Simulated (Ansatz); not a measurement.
C3N4 (R3m), PBEsol+D3BJ, rigid bands (Ansatz, a first-principles code): N_c = 5.16e19 cm⁻³ at 300 K and an electron conductivity mass of 0.683 mₑ along y (a = (2.38, 1.37, 3.12) Å; b = (-2.38, 1.37, 3.12) Å; c = (0.00, -2.74, 3.12) Å).

Q: For 1e17 electrons per cm³ at 300 K, place the Fermi level, estimate the Seebeck coefficient of a parabolic band with constant τ, and give mobility and conductivity for τ = 20 fs.

A: The level lies k_BT ln(N_c/n) = 0.161 eV below the conduction-band minimum. S ≈ −(k_B/e)[ln(N_c/n) + 5/2] = -754 μV/K, against -751 μV/K from the full bands (mean over directions). μ = eτ/m = 51.5 cm²/(V·s) and σ = neμ = 0.825 S/cm. τ is assumed, not computed.

Band transport and this doping are assumed; polarons and phonon drag are left out. Spin-orbit coupling is left out. Geometry: cell and atoms relaxed with PBEsol+D3(BJ).

Computed structure with no diffraction record at hand here (it may be known, metastable or hypothetical): C3N4 (R3m). PBEsol with a dispersion correction tends to overbind, so the cell can be several per cent short, in bad cases over ten, which usually narrows a gap: C3N4 (R3m).
